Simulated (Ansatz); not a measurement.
Effective masses and thermopower of ZnSe under load (space group I-4m2)

Given:

```yaml
crystal:
  lattice:
    - [0.00000, 2.85390, 2.77212]
    - [2.85390, 0.00000, 2.77212]
    - [2.85390, 2.85390, 0.00000]
  atoms:
    - { symbol: Zn, position: [0.00000, 0.00000, 0.00000] }
    - { symbol: Se, position: [0.75000, 0.75000, 0.75000] }
```

Computed with PBEsol with spin-orbit coupling, rigid bands (plane waves, PAW; Ansatz, a quantum-chemistry and plane-wave program). Condition of this run: biaxial stress xx = yy = -1 GPa (compression positive) (the target of the relaxation). Geometry: cell and atoms relaxed with PBEsol, then loaded as said.

| Property | Result |
|---|---|
| band gap | 1.03 eV |
| electron conductivity mass (300 K, dilute) | 0.099 (x), 0.099 (y), 0.096 (z) mₑ |
| hole conductivity mass (300 K, dilute) | 0.67 (x), 0.67 (y), 0.44 (z) mₑ |
| effective density of states N_c (300 K) | 7.0e17 cm⁻³ |
| effective density of states N_v (300 K) | 9.3e18 cm⁻³ |
| density-of-states mass, electrons | 0.092 mₑ |
| density-of-states mass, holes | 0.52 mₑ |
| Seebeck coefficient, n-type 1e19 cm⁻³, 300 K | -63 μV/K |
| Seebeck coefficient, p-type 1e19 cm⁻³, 300 K | 265 μV/K |

Rigid bands; masses and Seebeck coefficients take one relaxation time τ for all states and one kind of carrier; polarons and phonon drag are left out.
